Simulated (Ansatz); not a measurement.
The parent structure is MgS in the rock salt structure (space group Fm-3m, No. 225; a = 5.182 Å). Axes: x, y, z lie along the cube axes.

Calculations: PBEsol (Ansatz, a first-principles code), spin-orbit coupling left out.

Now apply this change: the cell is scaled by 0.9931 in all directions; the atoms relax in the strained cell.

Question: Predict the stress tensor and what it implies for the stiffness.

Answer: Stress of the strained cell less that of the base (GPa, compression positive):
```
   1.69    0.00    0.00
   0.00    1.69    0.00
   0.00    0.00    1.69
```

Then B = −ΔP/(ΔV/V₀) with ΔV/V₀ = -0.0206 gives secant stiffness values (nonlinear terms included at this strain): B ≈ 82 GPa.

Whether these cells are dynamically stable was not tested. The base started in P3_121 and relaxed to Fm-3m at this level.
